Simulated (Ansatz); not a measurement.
The starting structures come from a database of crystals and need not be the phases stable at ambient conditions.

 Where the default PAW files enter, the runs use the earlier of Ansatz's two default sets.

```
CELL_PARAMETERS angstrom
      4.22178     0.00000     0.00000
      0.00000     7.40480     0.00000
      1.57213     0.00000     3.93090
ATOMIC_POSITIONS crystal
  Ag 0.88611 0.75000 0.89597
  Ag 0.11389 0.25000 0.10403
  Ag 0.50000 0.00000 0.50000
  Ag 0.50000 0.50000 0.50000
  S  0.27249 0.75000 0.28478
  S  0.72751 0.25000 0.71522
```

Space group of this cell: P2_1/m. The cell is taken as given; by PBEsol its mean pressure is -3.1 GPa.

Level of theory: PBEsol (plane waves, PAW; Ansatz, an electronic-structure program).

The current runs along the normal of the first two printed vectors; no spin-orbit coupling. Scaled by the factor s: both lengths across the current (ions clamped). Meshes 8×4×8 and 8×4 across the current in all rows.

```csv
s,mean pressure (GPa),band gap (eV)
0.98,-0.3,0.96
1.00,-3.1,1.10
1.02,-5.2,?
```

### Question
Take the slope of the band gap against ln s from the two given rows, extrapolate to s = 1.02, and say what the run there gives.

### Answer
Slope = (0.96 − 1.10) / ln 0.98 = 6.93 eV. The line gives 1.10 + (6.93) × ln 1.02 = 1.24 eV. The run gives 1.19 eV, 0.05 eV under the line, 34 % of the predicted step.
